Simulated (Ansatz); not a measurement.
## HfN under a change: tensor shear ε_xy = +1.71 %

Base system: HfN in the rock salt structure (space group Fm-3m, No. 225; a = 4.468 Å; relaxed with 0.1 eV smearing). Axes: x, y, z lie along the cube axes.

Perturbation: tensor shear ε_xy = +1.71 % (engineering shear γ = 0.0342), atoms relaxed at fixed cell.

Method: LDA (Ansatz, a program for electronic structure; PAW; 420 eV plane waves; no SOC). k-mesh 22×22×22 (Γ-centred); smearing 0.1 eV (Fermi–Dirac).

| quantity | base | changed | shift |
|---|---|---|---|
| volume per atom | 11.15 Å³ | 11.15 Å³ | 0.00 Å³ |
| space group | Fm-3m (No. 225) | Immm (No. 71) | – |
| shortest interatomic distance | 2.234 Å | 2.234 Å | 0.000 Å |
| energy relative to the base (free energy F) | 0 meV/atom | +5.3 meV/atom | +5.3 meV/atom |
| band gap | zero | zero | – |
| stress (xx, yy, zz, yz, xz, xy; compression positive) | – | (0.2, 0.2, 0.0, 0.0, 0.0, -4.4) GPa | – |

Final structure:

```yaml
crystal:
  lattice:
    - [0.03820, 2.23415, 2.23415]
    - [2.23415, 0.03820, 2.23415]
    - [2.27236, 2.27236, 0.00000]
  atoms:
    - { symbol: Hf, position: [0.00000, 0.00000, 0.00000] }
    - { symbol: N, position: [0.50000, 0.50000, 0.50000] }
```

The cells carry an imposed strain or load. No phonon test of stability was made. The final runs are not spin-polarised. An odd electron count without spin: HfN.
